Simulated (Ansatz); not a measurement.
The parent structure is TiSi2 (space group Fddd, No. 70).

```
CELL_PARAMETERS angstrom
      0.00000     4.09011     4.24993
      2.38008     0.00000     4.24993
      2.38008     4.09011     0.00000
ATOMIC_POSITIONS crystal
  Si 0.66372 0.33628 0.66372
  Si 0.33628 0.66372 0.33628
  Si 0.58628 0.91372 0.58628
  Si 0.91372 0.58628 0.91372
  Ti 0.00000 0.00000 0.00000
  Ti 0.25000 0.25000 0.25000
```

Cartesian axes are those of the cell as printed.

Calculations: PBEsol (Ansatz, a quantum-chemistry and plane-wave program, PAW, scalar-relativistic without spin-orbit coupling).

For the base:

The volume per atom is 13.79 Å³, the pressure is 0.0 GPa and the band gap is zero.

Modification: biaxial strain +1.47 %, plane normal [001], relaxed out of plane (Cartesian); in-plane vectors clamped, the third vector and the atoms free.

How does this affect the volume per atom, pressure, energy relative to the base and band gap?

The volume per atom grows by 0.35 Å³, from 13.79 Å³ to 14.14 Å³; the pressure (mean of the normal stresses, compression positive) goes from zero to -3.1 GPa; the energy grows by 6.1 meV/atom; the band gap is still zero.

Without a gap, meshes like the base's 13×13×13 leave anisotropic stresses uncertain by several tenths of a GPa, and small strain energies with them. Whether these cells are dynamically stable was not tested. All final runs are without spin polarisation.
